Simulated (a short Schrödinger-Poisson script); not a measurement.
# MOS inversion layer, Al2O3 on p-type InP

Structure: MOS inversion layer, Al2O3 on p-type InP, at 400 K.

```tsv
layer	material	thickness (nm)	Na (cm⁻³)
1	Al2O3	6.8	-
2	InP	440	3.6e18
```

Constants are typed, rounded textbook-type inputs, not results; the design itself was drawn at random and stands for no fabricated device. Al2O3: permittivity 9, conduction-band edge (eV) 3.03, gap (eV) 6.8, electron mass (mₑ) 0.3. InP: permittivity 12.5, conduction-band edge (eV) 0, gap (eV) 1.344, Nv at 300 K (cm⁻³) 1.1e19.

Channel valleys (confinement mass, in-plane density-of-states mass, number): Γ 0.08, 0.08, 1. At the gate the conduction-band edge of layer 1 lies 3.45 eV − eVg above the Fermi level of the channel; the field vanishes at the back. Gaps are held at their typed values at every temperature. Mesh 0.03 nm at interfaces.

Solved with a short Schrödinger-Poisson script written for these runs: 1D Poisson equation in equilibrium, electrons quantum, Hartree (BenDaniel-Duke, 12 states a valley, the channel's in-plane mass for all, wave functions free to enter the dielectric), parabolic valleys, classical holes, full ionisation, no traps, pinning or gate leakage.

| Vg (V) | electrons (cm⁻²) | C (μF/cm²) | Γ E0 (meV) | Γ E1 (meV) |
|---|---|---|---|---|
| 1.3 | 1.66e6 | 0.367 | 463.6 | 737.0 |
| 1.5 | 6.40e7 | 0.353 | 337.7 | 625.8 |
| 1.7 | 2.69e9 | 0.345 | 208.9 | 510.5 |
| 1.9 | 9.17e10 | 0.474 | 85.8 | 399.9 |
| 2.1 | 6.60e11 | 0.752 | 8.9 | 332.3 |
| 2.3 | 1.55e12 | 0.841 | -36.1 | 295.0 |
| 2.5 | 2.54e12 | 0.870 | -72.0 | 266.1 |

Gate voltages with under 1e6 electrons/cm² are left out.

Subbands count from the Fermi level.
